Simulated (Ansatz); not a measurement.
Consider a periodic stack without vacuum, rutile SnO2 (1 0 0) on 4H silicon carbide (1 0 0) (film strained to the substrate, started from cuts of the bulks and a machine-learned relaxation; slabs Si18C18 and Sn10O24, which can lie off the formulas): substrate slab Si18C18, film Sn10O24, surface cells [[0, 1], [-1, 0]] and [[2, 0], [0, 1]], film strained by -4.5 and +4.9 %, outermost planes CSi/CSi and O/O as cut, which need not be the usual terminations and can put a slab off its formula. Its start:

```xyz
70
Lattice="10.1293 0.0000 0.0072 0.0000 3.0941 -0.0108 -0.8249 1.1926 26.9873" Properties=species:S:1:pos:R:3 pbc="T T T"
Si     5.1023     2.4632     2.4623
Si    -0.0347     2.4974     2.5889
Si     7.7198     0.8615     1.4040
Si     2.3213     2.4496     0.8412
C      6.9717     2.4197     2.3183
C      1.8809     2.4831     2.6196
C      9.4256     0.9529     1.9475
C      4.2394     2.4193     0.6992
Si     5.0914     0.9441     5.1216
Si     0.0052     0.9498     5.2623
Si     7.6177     2.4759     4.1341
Si     2.5353     0.9402     3.5037
C      6.9781     0.9383     5.0730
C      1.9091     0.9467     5.2881
C      9.5038     2.4926     4.4202
C      4.4365     0.9244     3.3499
Si     5.0857     2.5087     7.7646
Si     0.0431     2.5105     7.9520
Si     7.6315     0.9626     6.8664
Si     2.5460     2.4956     6.1770
C      6.9938     2.5141     7.7490
C      1.9251     2.4809     7.9868
C      9.5275     0.9607     7.0698
C      4.4426     2.4962     5.9913
Si     5.0901     1.0060    10.3807
Si     0.0616     0.9909    10.6841
Si     7.6711     2.5250     9.5098
Si     2.5660     0.9255     8.9216
C      6.9806     0.9756    10.3699
C      1.9438     0.8581    10.7703
C      9.5518     2.5321     9.7579
C      4.4501     0.9628     8.6017
Si     7.4108     1.0800    12.1103
Si     2.7845     2.3819    11.6003
C      9.2164     1.2081    12.3926
C      4.4748     2.5700    11.0457
Sn     4.9912     3.1408    17.3741
Sn     0.1008     3.1411    17.6502
Sn     7.6758     1.5138    15.1180
Sn     2.3635     1.6609    15.0697
O      6.8171     3.5386    13.5013
O      1.1499     3.2169    14.7213
O      9.4827     1.5789    13.5285
O      2.9386     1.9531    13.1272
O      6.0514     1.5858    16.3557
O      1.1414     1.6040    16.8941
O      8.6348     3.0613    15.9616
O      3.6472     3.1986    15.8072
Sn     5.2110     3.1703    22.4936
Sn    -0.1475     3.1892    22.2512
Sn     7.4926     1.5927    19.8514
Sn     2.6109     1.5998    20.0537
O      6.5435     3.1351    18.8453
O      1.6266     3.1454    19.1278
O      9.0861     1.5859    18.4187
O      4.0883     1.5981    18.3974
O      6.0883     1.6164    21.4532
O      0.9143     1.6263    21.3520
O      8.4796     3.1471    20.7514
O      3.6060     3.1515    20.9957
Sn     7.7268     1.7352    25.0391
Sn     2.4229     1.6457    24.5860
O      6.5823     3.2535    24.0728
O      1.4709     3.1870    23.6454
O      9.0192     1.6581    23.1818
O      4.1455     1.6297    23.3953
O      6.5861     1.8949    26.8274
O      1.1271     2.0917    27.2223
O      8.8899     3.2927    25.5869
O      4.0584     3.4536    26.6782
```

The start was prepared with a machine-learned potential, and the result is one local minimum, with the in-plane cell held and forces under 0.04 eV/Å; the film can end far from its bulk form.

Level of theory: PBE (plane waves to 420 eV, PAW; Ansatz, a quantum-chemistry and plane-wave program). Spin–orbit coupling is left out; the runs are not spin-polarised. Its k-point mesh 3×7×1, Fermi–Dirac width 0.05 eV.

Task: Predict the relaxed interface.

Result: 
- interface area = 31.3 Å²
- period = 25.62 Å
- heights between the nearest atoms of the two slabs at the two interfaces = 0.44 and 0.63 Å
- O–Si contacts across the interfaces within 1.22 times the sum of covalent radii = 7, mean 1.78 Å
- C–O contacts across the interfaces within 1.22 times the sum of covalent radii = 3, mean 1.41 Å
